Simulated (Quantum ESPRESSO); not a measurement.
Checking a run of Quantum ESPRESSO on CdCuF4 (I4/mcm, 12 atoms in the cell). The aim is a self-consistent single point with DFT, LDA (PZ), plane waves, GBRV 1.5 ultrasoft (LDA) pseudopotentials.

Input as run:

```fortran
&control
    calculation = 'scf'
    outdir = './work'
    pseudo_dir = './'
    tprnfor = .true.
    tstress = .true.
/
&system
    ibrav = 0
    nat = 12
    ntyp = 3
    ecutwfc = 50
    ecutrho = 400
    occupations = 'smearing'
    smearing = 'gauss'
    degauss = 0.000734986
    tot_charge = -1
    nspin = 2
    starting_magnetization(2) = 0.053
/
&electrons
    conv_thr = 1.0e-11
    mixing_beta = 0.3
/
ATOMIC_SPECIES
Cd   112.4140  cd_lda_v1.uspp.F.UPF
Cu    63.5460  cu_lda_v1.2.uspp.F.UPF
F     18.9984  f_lda_v1.4.uspp.F.UPF
ATOMIC_POSITIONS crystal
Cd    0.25000000    0.25000000    0.00000000
Cd    0.75000000    0.75000000    0.00000000
Cu    0.50000000    0.00000000    0.50000000
Cu    0.00000000    0.50000000    0.50000000
F     0.94623000    0.44623000    0.13722000
F     0.05377000    0.55377000    0.86278000
F     0.44623000    0.30901000    0.50000000
F     0.55377000    0.69099000    0.50000000
F     0.30901000    0.80901000    0.86278000
F     0.69099000    0.19099000    0.13722000
F     0.80901000    0.94623000    0.50000000
F     0.19099000    0.05377000    0.50000000
K_POINTS automatic
4 4 4  0 0 0
CELL_PARAMETERS angstrom
  -2.63458700     2.63458700     5.07403400
   2.63458700    -2.63458700     5.07403400
   2.63458700     2.63458700    -5.07403400
```

Output (repeated stretches shortened):

```
     Message from routine setup:
     using ibrav=0 with symmetry is DISCOURAGED, use correct ibrav instead
     G-vector sticks info
     --------------------
     sticks:   dense  smooth     PW     G-vecs:    dense   smooth      PW
   [... lines left out ...]
        k(    3) = (  -0.5973489  -0.5973489   0.0000000), wk =   0.0312500
        k(    4) = (   0.2986745   0.0000000   0.1550805), wk =   0.1250000
        k(    5) = (   0.5973489   0.2986745   0.1550805), wk =   0.2500000
        k(    6) = (  -0.5973489   0.0000000  -0.3101611), wk =   0.0625000
        k(    7) = (  -0.2986745   0.2986745  -0.3101611), wk =   0.1250000
        k(    8) = (   0.5973489   0.5973489   0.3101611), wk =   0.0312500
        k(    9) = (   0.0000000   0.0000000   0.3101611), wk =   0.0312500
        k(   10) = (  -1.1946979  -0.2986745  -0.1550805), wk =   0.1250000
        k(   11) = (   0.0000000   0.5973489   0.0000000), wk =   0.0625000
        k(   12) = (  -0.8960234  -0.2986745   0.0000000), wk =   0.0625000
        k(   13) = (  -1.1946979  -1.1946979  -0.6203221), wk =   0.0156250

     Dense  grid:   128505 G-vectors     FFT dimensions: (  80,  80,  75)

     Smooth grid:    45403 G-vectors     FFT dimensions: (  54,  54,  54)

     Initial potential from superposition of free atoms

     starting charge     114.9999, renormalised to     119.0000

     negative rho (up, down):  2.026E-02 2.026E-02
     Self-consistent Calculation

     iteration #  1     ecut=    50.00 Ry     beta= 0.30

     Threshold (ethr) on eigenvalues was too large:
     Diagonalizing with lowered threshold

     negative rho (up, down):  1.996E-02 1.995E-02

     total energy              =   -1424.19979000 Ry
     estimated scf accuracy    <       0.98309380 Ry

     total magnetization       =     1.09 Bohr mag/cell
     absolute magnetization    =     1.28 Bohr mag/cell

     iteration #  2     ecut=    50.00 Ry     beta= 0.30

     negative rho (up, down):  1.993E-02 1.992E-02

   [... lines left out ...]
     atom   3 (R=0.123)  charge= 16.3135  magn=  0.4031
     atom   4 (R=0.123)  charge= 16.3135  magn=  0.4031
     atom   5 (R=0.123)  charge=  6.2421  magn=  0.0291
     atom   6 (R=0.123)  charge=  6.2421  magn=  0.0291
     atom   7 (R=0.123)  charge=  6.2419  magn=  0.0291
     atom   8 (R=0.123)  charge=  6.2419  magn=  0.0291
     atom   9 (R=0.123)  charge=  6.2417  magn=  0.0291
     atom  10 (R=0.123)  charge=  6.2417  magn=  0.0291
     atom  11 (R=0.123)  charge=  6.2419  magn=  0.0291
     atom  12 (R=0.123)  charge=  6.2419  magn=  0.0291
     End of self-consistent calculation

     the Fermi energy is     8.4003 ev

!    total energy              =   -1424.34378205 Ry
     estimated scf accuracy    <          8.4E-12 Ry
     smearing contrib. (-TS)   =      -0.00002609 Ry
     internal energy E=F+TS    =   -1424.34375597 Ry

     total magnetization       =     1.03 Bohr mag/cell
     absolute magnetization    =     1.14 Bohr mag/cell

     convergence has been achieved in  17 iterations

     negative rho (up, down):  2.018E-02 2.017E-02

     Forces acting on atoms (cartesian axes, Ry/au):

     atom    1 type  1   force =     0.00000000    0.00000000    0.00000000
     atom    2 type  1   force =    -0.00000000    0.00000000   -0.00000000
   [... lines left out ...]
     Total force =     0.105485     Total SCF correction =     0.000002
   [... lines left out ...]

     negative rho (up, down):  2.018E-02 2.017E-02
          total   stress  (Ry/bohr**3)                   (kbar)     P=      186.72
   0.00117933   0.00000000  -0.00000000          173.49        0.00       -0.00
  -0.00000000   0.00117933  -0.00000000           -0.00      173.49       -0.00
   0.00000000   0.00000000   0.00144933            0.00        0.00      213.20

   JOB DONE.
```

**Question.** Can these results be used? Check the input.

**Answer.** The run is not sound. The fault is an unintended net charge. A charged periodic cell changes the electron count and is neutralised by a uniform background, so energy, forces and pressure belong to another system. To fix it, remove the charge. The run converged in 17 iterations without an error; against the sound input the pressure goes from -1.51 to 18.67 GPa, the largest force goes from 0.086 to 0.959 eV/Å, no clean gap remains on the mesh (levels overlap or are partly filled), against 0.58 eV before and the size of the net moment goes from 0.17 to 0.09 μB/atom.

An input that runs soundly differs in these lines (not the only fix; some lines may just follow from the change or write a value another way):
```diff
-    tot_charge = -1
```

With that input, the run converged in 14 iterations: free energy E − TS -19386.9604 eV; top of the valence band (on the code's own zero) 6.49 eV; gap on the k-point mesh 0.58 eV; pressure -1.51 GPa; largest force (vector length) 0.086 eV/Å (DFT, LDA (PZ), plane waves, GBRV 1.5 ultrasoft (LDA) pseudopotentials).

On the sound input: the starting cell comes from a database of computed structures (which also holds hypothetical and non-ambient phases and stackings), without a prior relaxation at this level. Its lattice was rescaled by a random factor within 2.5 % of one. The magnetic order is the one reached from the typed start; others were not searched systematically.
